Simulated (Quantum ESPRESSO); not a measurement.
A self-consistent single point of the (001) slab of Al3Ni2 (cut from a parent of space group no. 164; 5 atoms in the cell) with Quantum ESPRESSO.

Computed with LDA (PZ), PSlibrary PAW (LDA) pseudopotentials (plane waves; Quantum ESPRESSO 7.5).

```
CELL_PARAMETERS angstrom
      4.00618     0.00000     0.00000
     -2.00309     3.46946     0.00000
      0.00000     0.00000    17.44569
ATOMIC_POSITIONS crystal
  Al 0.00000 0.00000 0.50000
  Al 0.33333 0.66667 0.40125
  Al 0.66667 0.33333 0.59876
  Ni 0.33333 0.66667 0.54113
  Ni 0.66667 0.33333 0.45887
```

Reference input (self-consistent single point, DFT, LDA (PZ), plane waves, PSlibrary PAW (LDA) pseudopotentials): ecutwfc = 50 Ry; ecutrho = 300 Ry; occupations = smearing; smearing = fd; degauss = 0.0073499 Ry; mixing_mode = local-TF; potentials = {Al: Al.pz-n-kjpaw_psl.1.0.0.UPF, Ni: Ni.pz-n-kjpaw_psl.1.0.0.UPF}; K_POINTS = automatic 5 5 1 0 0 0; conv_thr = 1e-11 Ry; mixing_beta = 0.5. This run's input differs from it in these lines:

```diff
@@ -14,4 +14,4 @@
  ntyp = 2,
- ecutwfc = 50,
- ecutrho = 300,
+ ecutwfc = 100,
+ ecutrho = 600,
  occupations = 'smearing',
```

The program printed (abridged):

```
     Self-consistent Calculation

     iteration #  1     ecut=   100.00 Ry     beta= 0.50

     negative rho (up, down):  1.025E-08 0.000E+00

     total energy              =    -474.22830127 Ry
     estimated scf accuracy    <       2.55914136 Ry

     iteration #  2     ecut=   100.00 Ry     beta= 0.50

     total energy              =    -474.41407761 Ry
     estimated scf accuracy    <       0.64098068 Ry

     iteration #  3     ecut=   100.00 Ry     beta= 0.50

     total energy              =    -474.35182342 Ry
     estimated scf accuracy    <       0.42276858 Ry

   [... 20 blocks of this kind left out ...]

     iteration # 24     ecut=   100.00 Ry     beta= 0.50

     negative rho (up, down):  3.290E-05 0.000E+00

     total energy              =    -474.44219787 Ry
     estimated scf accuracy    <          5.3E-11 Ry

     iteration # 25     ecut=   100.00 Ry     beta= 0.50

     negative rho (up, down):  3.284E-05 0.000E+00
     End of self-consistent calculation

     the Fermi energy is    -0.5113 ev

!    total energy              =    -474.44219787 Ry
     estimated scf accuracy    <          6.1E-12 Ry
     smearing contrib. (-TS)   =      -0.00448762 Ry
     internal energy E=F+TS    =    -474.43771025 Ry

     convergence has been achieved in  25 iterations

     negative rho (up, down):  3.284E-05 0.000E+00

     Forces acting on atoms (cartesian axes, Ry/au):

     atom    1 type  1   force =     0.00000000    0.00000000    0.00000000
     atom    2 type  1   force =     0.00000000    0.00000000    0.03218208
     atom    3 type  1   force =    -0.00000000   -0.00000000   -0.03218208
     atom    4 type  2   force =     0.00000000    0.00000000    0.00901102
     atom    5 type  2   force =     0.00000000    0.00000000   -0.00901102

     Total force =     0.047263     Total SCF correction =     0.000007

     negative rho (up, down):  3.284E-05 0.000E+00
          total   stress  (Ry/bohr**3)                   (kbar)     P=      -31.48
  -0.00026418  -0.00000000   0.00000000          -38.86       -0.00        0.00
  -0.00000000  -0.00026418   0.00000000           -0.00      -38.86        0.00
   0.00000000   0.00000000  -0.00011356            0.00        0.00      -16.71

   JOB DONE.
```

The run converged in 25 iterations. Against the reference run the free energy drops by 6.0 meV/atom and the largest force stays at 0.827 eV/Å.

The starting cell comes from a database of computed structures (which also holds hypothetical and non-ambient phases and stackings), without a prior relaxation at this level. The slab is cut from that crystal, and its faces are unrelaxed. Its lattice was rescaled by up to half a per cent. Spin polarisation is off.

Cost on one core of a shared machine: roughly 10 min.
